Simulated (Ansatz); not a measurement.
Cubic perovskite BaLiF₃, treated with r²SCAN+rVV10 (Ansatz, a first-principles code, PAW).

Numerical settings: plane-wave cutoff 560 eV, 8×8×8 k mesh, Fermi–Dirac smearing 0.01 eV, scalar-relativistic PAW data made under PBE.

Pressure at four volumes; x = ln(V/12.418 Å³). One pressure is withheld.

```tsv
V (Å³/atom)	x	P (GPa)
11.673	-0.0619	?
11.922	-0.0408	3.79
12.418	0.0000	0.00
13.163	0.0583	-4.29
```

Pass a parabola P(x) through the three rows shown, estimate the bulk modulus and its pressure derivative near zero pressure, and predict the withheld pressure.

Slopes between the rows: (0.00 − (3.79))/(0.0000 − (-0.0408)) = -92.89 and (-4.29 − (0.00))/(0.0583 − (0.0000)) = -73.58 GPa. Their difference over the span 0.0991 is c = 19.31/0.0991 = 194.9 GPa, so P(x) = 3.79 + (-92.89)(x − (-0.0408)) + 194.9 (x − (-0.0408))(x − (0.0000)). At the middle row B = −dP/dx = −[-92.89 + 194.9 × 0.0408] = 84.9 GPa, and B′ = dB/dP = 2c/B = 4.6. At x = -0.0619 the parabola gives 6.00 GPa; the run gives 6.03 GPa. The Birch–Murnaghan fit to the energies at all volumes has B0 = 84.3 GPa and B′ = 4.7.

Note: the relaxation could not lower the start's symmetry, so the cell can be a saddle point above a distorted one.

Spin–orbit coupling is not included.
